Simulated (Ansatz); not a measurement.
The starting structures come from a database of crystals and need not be the phases stable at ambient conditions.

By PBEsol, the system below comes out a metal.

Crystal: YSi$_{2}$ (P6/mmm, not sure to be the ambient phase, 3 atoms a cell, 19.1 Å³ an atom, -2 GPa at this level); planes in its conventional cell.

Calculation: PBEsol (plane waves, PAW; Ansatz, an electronic-structure program).

G/A = (e²/h) × open channels of both spins per area, as a mean over 0.1 eV about the Fermi level, without spin-orbit coupling, for the cells as given.

| plane | area (Å²) | G/A (10¹⁵ S/m²) |
|---|---|---|
| (001) | 14.4 | 0.70 |
| (100) | 16.3 | ___ |
| (110) | 28.2 | ___ |

**Question.** What belongs in the gaps?

**Answer.** 
- (100), G/A (10¹⁵ S/m²): 1.0
- (110), G/A (10¹⁵ S/m²): 1.1
